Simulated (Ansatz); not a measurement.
## What isotropic strain +0.49 % does to hypothetical zinc blende BiP

Base system: BiP in the zinc blende structure (space group F-43m, No. 216; a = 6.4082 Å; a hypothetical phase, not in the database extracts checked; relaxed with 0.1 eV smearing).

The change: the cell is scaled by 1.0049 in all directions; the atoms relax in the strained cell.

Level of theory: PBEsol (Ansatz, a program for electronic structure; PAW; 420 eV plane waves; no SOC). Settings: 16×16×16 k-points, 0.1 eV Fermi–Dirac smearing.

| quantity | base | changed | shift |
|---|---|---|---|
| volume per atom | 32.89 Å³ | 33.38 Å³ | +0.49 Å³ |
| space group | F-43m (No. 216) | F-43m (No. 216) | – |
| shortest interatomic distance | 2.775 Å | 2.788 Å | +0.0136 Å |
| energy relative to the base (free energy F) | 0 meV/atom | +1.0 meV/atom | +1.0 meV/atom |
| pressure | 0.0 GPa | -0.7 GPa | -0.7 GPa |
| band gap | zero | zero | – |

Cost of the whole job for the changed cell (relaxation, final SCF and bands): very roughly 18 core-seconds.

No phonon test of stability was made. All final runs are without spin polarisation.
